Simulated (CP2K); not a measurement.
# Input and output of a self-consistent single point for Sr2SeS (R-3m, 4 atoms in the cell) (CP2K)

Method of the run: LDA (Pade form), GPW, DZVP-MOLOPT-SR-GTH basis, GTH-PADE potentials (GTH_POTENTIALS) in CP2K.

Input:

```
&GLOBAL
  PROJECT bulk
  RUN_TYPE ENERGY_FORCE
  PRINT_LEVEL MEDIUM
&END GLOBAL
&FORCE_EVAL
  METHOD Quickstep
  STRESS_TENSOR ANALYTICAL
  &DFT
    BASIS_SET_FILE_NAME BASIS_MOLOPT
    POTENTIAL_FILE_NAME GTH_POTENTIALS
    &QS
      METHOD GPW
      EPS_DEFAULT 1E-10
    &END QS
    &MGRID
      CUTOFF 500
      REL_CUTOFF 60
      NGRIDS 5
    &END MGRID
    &SCF
      SCF_GUESS ATOMIC
      EPS_SCF 1E-6
      MAX_SCF 100
      ADDED_MOS 6
      &DIAGONALIZATION
        ALGORITHM STANDARD
      &END DIAGONALIZATION
      &MIXING
        METHOD BROYDEN_MIXING
        ALPHA 0.4
        NBUFFER 12
      &END MIXING
    &END SCF
    &KPOINTS
      SCHEME MONKHORST-PACK 6 6 6
      GAMMA_CENTERED T
    &END KPOINTS
    &XC
      &XC_FUNCTIONAL PADE
      &END XC_FUNCTIONAL
    &END XC
    &PRINT
      &MO
        EIGENVALUES T
        OCCUPATION_NUMBERS T
        NDIGITS 8
        FILENAME mo
        &EACH
          QS_SCF 0
        &END EACH
        ADD_LAST NUMERIC
      &END MO
      &MULLIKEN ON
      &END MULLIKEN
    &END PRINT
  &END DFT
  &SUBSYS
    &CELL
      A 7.55322200 0.00000000 0.00000000
      B 6.29697400 4.17124400 0.00000000
      C 6.29697400 1.89645100 3.71520500
      PERIODIC XYZ
    &END CELL
    &COORD
      SCALED
      Sr       0.24718000     0.24718000     0.24718000
      Sr       0.75282000     0.75282000     0.75282000
      Se       0.00000000     0.00000000     0.00000000
      S        0.50000000     0.50000000     0.50000000
    &END COORD
    &KIND Sr
      BASIS_SET DZVP-MOLOPT-SR-GTH-q10
      POTENTIAL GTH-PADE-q10
    &END KIND
    &KIND Se
      BASIS_SET DZVP-MOLOPT-SR-GTH-q6
      POTENTIAL GTH-PADE-q6
    &END KIND
    &KIND S
      BASIS_SET DZVP-MOLOPT-SR-GTH-q6
      POTENTIAL GTH-PADE-q6
    &END KIND
  &END SUBSYS
  &PRINT
    &FORCES ON
    &END FORCES
    &STRESS_TENSOR ON
    &END STRESS_TENSOR
  &END PRINT
&END FORCE_EVAL
```

The program printed (abridged):

```
 GLOBAL| Method name                                                        CP2K
 GLOBAL| Project name                                                       bulk
 GLOBAL| Run type                                                   ENERGY_FORCE

 CELL| Volume [angstrom^3]:                                           117.052482
 CELL| Vector a [angstrom]:       7.553     0.000     0.000   |a| =     7.553222
 CELL| Vector b [angstrom]:       6.297     4.171     0.000   |b| =     7.553222
 CELL| Vector c [angstrom]:       6.297     1.896     3.715   |c| =     7.553222
 CELL| Angle (b,c), alpha [degree]:                                    33.521301
 CELL| Angle (a,c), beta  [degree]:                                    33.521302
 CELL| Angle (a,b), gamma [degree]:                                    33.521303
 CELL| Numerically orthorhombic:                                              NO
 CELL| Periodicity                                                           XYZ

 DFT| Spin restricted Kohn-Sham (RKS) calculation                            RKS
 DFT| Multiplicity                                                             1
 DFT| Number of spin states                                                    1
 DFT| Charge                                                                   0
 DFT| XC density smoothing                                                  NONE
 DFT| XC derivatives                                                          PW

 QS| Method:                                                                 GPW
 QS| Density plane wave grid type                        NON-SPHERICAL FULLSPACE
 QS| Number of grid levels:                                                    5
 QS| Density cutoff [a.u.]:                                                250.0
 QS| Multi grid cutoff [a.u.]: 1) grid level                               250.0
   [... lines left out ...]
 BRILLOUIN| Wavefunction type                                            COMPLEX
 BRILLOUIN| List of Kpoints [2 Pi/Bohr]                                      112
 BRILLOUIN| Number           Weight            X              Y              Z
 BRILLOUIN|     1           0.00926       -0.33333       -0.33333       -0.33333
 BRILLOUIN|     2           0.00926       -0.33333       -0.33333       -0.16667
 BRILLOUIN|     3           0.00926       -0.33333       -0.33333        0.00000
   [... 109 lines left out ...]
 *******************************************************************************

 Extrapolation method: initial_guess

 Re-scaling the density matrix to get the right number of electrons
                  # Electrons              Trace(P)               Scaling factor
                           32                32.000                        1.000

 Number of electrons:                                                         32
 Number of occupied orbitals:                                                 16
 Number of molecular orbitals:                                                22

 Number of orbital functions:                                                 54
 Number of independent orbital functions:                                     54
 SCF WAVEFUNCTION OPTIMIZATION

  Step     Update method      Time    Convergence         Total energy    Change
     1 NoMix/Diag. 0.40E+00      -     1.85237064       -81.6668754975 -8.17E+01
     2 Broy./Diag. 0.40E+00      -     0.09373790       -81.1638849462  5.03E-01
     3 Broy./Diag. 0.40E+00      -     0.03982259       -81.4445112416 -2.81E-01
     4 Broy./Diag. 0.40E+00      -     0.00439689       -81.4847227997 -4.02E-02
     5 Broy./Diag. 0.40E+00      -     0.00215180       -81.4833450238  1.38E-03
     6 Broy./Diag. 0.40E+00      -     0.00051327       -81.4859180887 -2.57E-03
     7 Broy./Diag. 0.40E+00      -     0.00012219       -81.4847325269  1.19E-03
     8 Broy./Diag. 0.40E+00      -     0.00001027       -81.4847782586 -4.57E-05
     9 Broy./Diag. 0.40E+00      -     0.00000899       -81.4848716989 -9.34E-05
    10 Broy./Diag. 0.40E+00      -     0.00000135       -81.4848886058 -1.69E-05
    11 Broy./Diag. 0.40E+00      -     0.00000048       -81.4848792767  9.33E-06
  *** SCF run converged in    11 steps ***

  Electronic density on regular grids:        -31.9999999997        0.0000000003
  Core density on regular grids:               31.9999999964       -0.0000000036
  Total charge density on r-space grids:       -0.0000000034
  Total charge density g-space grids:          -0.0000000034

  Overlap energy of the core charge distribution:               0.00000000000000
  Self energy of the core charge distribution:               -161.63162369004701
  Core Hamiltonian energy:                                     35.38159718889780
  Hartree energy:                                              57.70842164071898
  Exchange-correlation energy:                                -12.94327441627932

  Total energy:                                               -81.48487927670953

                     Mulliken Population Analysis

 #  Atom  Element  Kind  Atomic population                           Net charge
       1     Sr       1          9.347118                              0.652882
       2     Sr       1          9.347117                              0.652883
       3     Se       2          6.641389                             -0.641389
       4     S        3          6.664376                             -0.664376
 # Total charge                             32.000000                 -0.000000

 ENERGY| Total FORCE_EVAL ( QS ) energy [hartree]            -81.484875440329006

 FORCES| Atomic forces [hartree/bohr]
 FORCES|   Atom     x               y               z               |f|
 FORCES|      1  6.19263123E-04  1.86620753E-04  1.14287328E-04   6.56791987E-04
 FORCES|      2 -6.19264159E-04 -1.86620756E-04 -1.14284186E-04   6.56792418E-04
 FORCES|      3 -3.55764944E-09 -7.76863278E-09 -3.22883901E-09   9.13421732E-09
 FORCES|      4  4.59287972E-09  7.77149840E-09  8.69917319E-11   9.02764084E-09
 FORCES| Sum    -8.61536006E-13 -3.63214734E-13 -2.16219707E-13
 FORCES| Total atomic force                                       9.59645869E-13

 STRESS| Analytical stress tensor [bar]
 STRESS|                        x                   y                   z
 STRESS|      x       -3.10848457108E+04  -7.74901327004E+01  -4.75713153874E+01
 STRESS|      y       -7.74901327004E+01  -3.08497810048E+04  -1.45844613130E+01
 STRESS|      z       -4.75713153874E+01  -1.45844613130E+01  -3.08347798040E+04
 STRESS| 1/3 Trace                                            -3.09231355065E+04
```

The run converged in 11 iterations.

The starting cell comes from a database of computed structures (which also holds hypothetical and non-ambient phases and stackings), without a prior relaxation at this level. Values carry the incompleteness of an atom-centred basis. With a pressure of about -3 GPa the cell is away from its equilibrium volume at this level.
